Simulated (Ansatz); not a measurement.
## Pressure series in FeNi3

Start from FeNi3 in the Cu3Au type structure (space group Pm-3m, No. 221; a = 3.544 Å; ferromagnetic).

Cell and atoms are relaxed at each pressure.

Levels (all Ansatz, a first-principles code, PAW): PBE (420 eV, no SOC); r2SCAN (500 eV, no spin-orbit coupling).

The base cell above is that of PBE; each level relaxes its own structures.

| case | lattice parameter a, PBE | lattice parameter a, r2SCAN |
|---|---|---|
| pressure −2 GPa | 3.557 Å | 3.525 Å |
| pressure −1 GPa | 3.550 Å | 3.520 Å |
| pressure 0.3 GPa | 3.542 Å | 3.513 Å |
| pressure 0.7 GPa | 3.540 Å | 3.510 Å |
| pressure 1.5 GPa | 3.535 Å | 3.506 Å |
| pressure 3 GPa | 3.527 Å | 3.498 Å |
| pressure 5 GPa | 3.516 Å | 3.488 Å |
| pressure 7.5 GPa | 3.503 Å | 3.476 Å |
| pressure 10 GPa | 3.491 Å | 3.465 Å |

PBE lies above r2SCAN in every row, by 0.026 Å to 0.031 Å. They put the cases in the same order.

Other magnetic orders, which the real material may have, were not ruled out. Load acts through the strain it causes; cell and atoms are relaxed under it. Whether these cells are dynamically stable was not tested. No other phases were tried under pressure.
